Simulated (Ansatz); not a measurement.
In a free zigzag chain of Li atoms, spin-degenerate bands cross the Fermi level 2 times between Γ and the zone edge.

The numbers are results of PBE (plane waves to 420 eV, PAW; Ansatz, a first-principles code), not measurements. Mesh 1×1×62. No spin polarisation, so a magnetic state wasn't tested. Isolated but for its images some 11 Å away. A hypothetical model. Symmetry and one short period hold its shape; lower forms weren't sought. Pairing along the axis, which can open a gap, is among the distortions not tried.

Q: What are the conductance and the two-terminal resistance of a perfect, endless piece?

A: Each crossing on the half of the zone with k > 0 has a partner at −k, so it gives one mode in each direction. Counting spin there are 4 modes, each carrying e²/h = 38.74 μS. G = 4 × 38.74 = 155.0 μS and R = 1/G = 6.45 kΩ, whatever the length. Scattering by phonons, roughness and contacts can only raise R.
